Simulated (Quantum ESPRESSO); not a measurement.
## Several settings converged on Sb (Pm-3m, 1 atom in the cell)

```yaml
crystal:
  lattice:
    - [3.07409, 0.00000, 0.00000]
    - [0.00000, 3.07409, 0.00000]
    - [0.00000, 0.00000, 3.07409]
  atoms:
    - { symbol: Sb, position: [0.00000, 0.00000, 0.00000] }
```

Base method: PBEsol, PSlibrary ultrasoft (PBE) pseudopotentials (plane waves; Quantum ESPRESSO).

Base settings: ecutwfc = 30 Ry; ecutrho = 180 Ry; occupations = smearing; smearing = gauss; degauss = 0.0073499 Ry; input_dft = pbesol; potentials = {Sb: Sb.pbe-n-rrkjus_psl.1.0.0.UPF}; K_POINTS = automatic 11 11 11 0 0 0; conv_thr = 1e-10 Ry; mixing_beta = 0.3.

The count of work is k-points × plane waves × bands × iterations; it is no time. 

**The cutoff for other potential files**

Level: DFT, PBEsol, plane waves, SSSP 1.1.2 precision (PBE) pseudopotentials.

In this ladder: pseudopotentials = {Sb: sb_pbe_v1.4.uspp.F.UPF}. Moved along: ecutrho.

The second cell is the first with its lattice scaled by 0.98.

The mesh stays at the base's, so the ladder's end is converged at best in this setting alone.

Only quantities that move along the ladder and can be compared are tabulated.

| ecutwfc | free energy less the last step's (meV/atom) | energy of the compressed cell less the first (meV/atom) | pressure (GPa) | count of work / last |
|---|---|---|---|---|
| 22 Ry | 9723.79 | 52.30 | -270.65 | 0.083 |
| 28 Ry | 1036.49 | 12.49 | -44.97 | 0.12 |
| 35 Ry | 45.55 | 15.86 | -2.28 | 0.15 |
| 42 Ry | 27.02 | 15.91 | -0.48 | 0.20 |
| 50 Ry | 17.06 | 15.90 | -0.46 | 0.28 |
| 60 Ry | 15.41 | 15.89 | -0.37 | 0.37 |
| 75 Ry | 11.42 | 15.90 | -0.35 | 0.57 |
| 100 Ry | 0.00 | 15.88 | -0.61 | 1.0 |

Coarsest ecutwfc that holds the energy of the compressed cell less the first within 2 meV/atom of the last step, with all finer ones: 35 Ry, at 0.15 of the last step's count of work; the step before is off by 3.4 meV/atom.

Coarsest ecutwfc that holds the pressure within 1 GPa of the last step, with all finer ones: 42 Ry, at 0.20 of the last step's count of work; the step before is off by 1.7 GPa.

Coarsest ecutwfc that holds the free energy within 5 meV/atom: not settled: the last two steps still differ by 11 meV/atom, over half the tolerance, so the ladder does not show it.

At the lowest cutoff the pressure lies 270 GPa under the last step's, the usual sign of Pulay stress in an incomplete plane-wave basis.

**The cutoff for other potential files**

Level: DFT, PBEsol, plane waves, GBRV 1.5 ultrasoft (PBESOL) pseudopotentials.

In this ladder: input_dft = default; pseudopotentials = {Sb: sb_pbesol_v1.4.uspp.F.UPF}. Moved along: ecutrho.

The second cell is the first with its lattice scaled by 0.98.

The mesh stays at the base's, so the ladder's end is converged at best in this setting alone.

Only quantities that move along the ladder and can be compared are tabulated.

| ecutwfc | free energy less the last step's (meV/atom) | energy of the compressed cell less the first (meV/atom) | pressure (GPa) | count of work / last |
|---|---|---|---|---|
| 18 Ry | 36998.10 | -112.45 | -793.67 | 0.14 |
| 22 Ry | 9827.44 | 53.55 | -272.80 | 0.15 |
| 28 Ry | 1046.67 | 12.04 | -45.73 | 0.21 |
| 34 Ry | 56.96 | 15.37 | -4.05 | 0.26 |
| 40 Ry | 16.09 | 15.53 | -0.37 | 0.32 |
| 48 Ry | 7.26 | 15.52 | -0.58 | 0.48 |
| 60 Ry | 3.68 | 15.50 | -0.39 | 0.65 |
| 80 Ry | 0.00 | 15.48 | -0.39 | 1.0 |

Coarsest ecutwfc that holds the energy of the compressed cell less the first within 0.2 meV/atom of the last step, with all finer ones: 34 Ry, at 0.26 of the last step's count of work; the step before is off by 3.4 meV/atom.

Coarsest ecutwfc that holds the pressure within 0.1 GPa of the last step, with all finer ones: 60 Ry; the step before is off by 0.19 GPa.

Coarsest ecutwfc that holds the free energy within 5 meV/atom: not settled: the last two steps still differ by 3.7 meV/atom, over half the tolerance, so the ladder does not show it.

At the lowest cutoff the pressure lies 793 GPa under the last step's, the usual sign of Pulay stress in an incomplete plane-wave basis.

On the base run: the starting cell comes from a database of computed structures (which also holds hypothetical and non-ambient phases and stackings), without a prior relaxation at this level. Its lattice was rescaled by up to half a per cent.
